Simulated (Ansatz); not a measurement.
TiAl3 (I4/mmm, No. 139) was calculated with PBE-D4 (Ansatz, a first-principles code, plane waves, PAW).

The input as run:

Ansatz 0.2 input:
```yaml
crystal:
  lattice:
    - [-1.9044338031, 1.9044338031, 4.2637927643]
    - [1.9044338031, -1.9044338031, 4.2637927643]
    - [1.9044338031, 1.9044338031, -4.2637927643]
  atoms:
    - { symbol: Ti, position: [0.0, 0.0, 0.0] }
    - { symbol: Al, position: [0.5, 0.5, 0.0] }
    - { symbol: Al, position: [0.75, 0.25, 0.5] }
    - { symbol: Al, position: [0.25, 0.75, 0.5] }
basis:
  ecutwfc: 520
  ecutrho_ratio: 4
  xc_grid: 2
kpoints:
  mp_grid: { grid: [20, 20, 20] }
hamiltonian:
  xc: pbe
  dispersion: d4
  pseudopotentials: { kind: paw }
scf:
  occupations: { method: fermi_dirac, width: 0.05 }
  convergence: { dr2_threshold: 0.0000000004 }
output:
  forces: true
  stress: true
  eigenvalues: true
```

From the output:

```
Crystal: 4 atoms, lattice volume = 61.857 Å³
Basis set: ecut = 520 eV, 1671 PW (Γ), exchange–correlation on 80×80×80 points (8 copies of the dense FFT grid, shifted against one another)
Bands: 15, of which v1, the nominal top of the filled ones, is band 11 counted from 1 (10 counted from 0)
Symmetry: 16 space group operations
Space group: I4/mmm (ITA 139), of the structure as read, at distance tolerance 4.0e-5 Å
k-points: 641 of 8000
Functional: x = pbe(κ = 0.804, μ = 0.2195149727645171), c = pbe(β = 0.06672455060314922)
SCF iter   1: F=—  HF=-4115.083870 eV  |F-HF|=—  |Δ(HF+E_count)|=         —  Δρ=3.15e-3  dr2=8.70e-3
SCF iter   2: F=—  HF=-4115.082725 eV  |F-HF|=—  |Δ(HF+E_count)|=   1.14e-3  Δρ=1.54e-3  dr2=2.02e-3
  ...
SCF iter   6: F=—  HF=-4115.082457 eV  |F-HF|=—  |Δ(HF+E_count)|=   1.28e-9  Δρ=1.46e-6  dr2=1.77e-9
SCF iter   7: F=-4115.082457 eV  HF=-4115.082457 eV  |F-HF|=1.36e-11  |Δ(HF+E_count)|=  5.64e-11  Δρ=2.01e-7  dr2=2.73e-11
SCF 1 converged in 7 iterations: F = -4115.082457 eV  dr2 = 2.73e-11
SCF converged after 7 iterations
Free energy (F): -4115.082457 eV
Internal energy: -4115.068425 eV  (E = F + TS)
E sigma→0 (E₀):  -4115.075441 eV
Fermi energy:    9.837369 eV
--- Forces (eV/Å), atoms counted from 1 ---
  atom   1  Ti     0.00000000     0.00000000     0.00000000
  atom   2  Al     0.00000000     0.00000000     0.00000000
  atom   3  Al     0.00000000     0.00000000     0.00000000
  atom   4  Al    -0.00000000     0.00000000    -0.00000000
--- Stress (GPa, compression-positive) ---
       -0.010652      -0.000000       0.000000
       -0.000000      -0.010652      -0.000000
        0.000000      -0.000000       0.005577
  P = ⅓ Tr σ = -0.0052 GPa (-0.052 kbar)
```
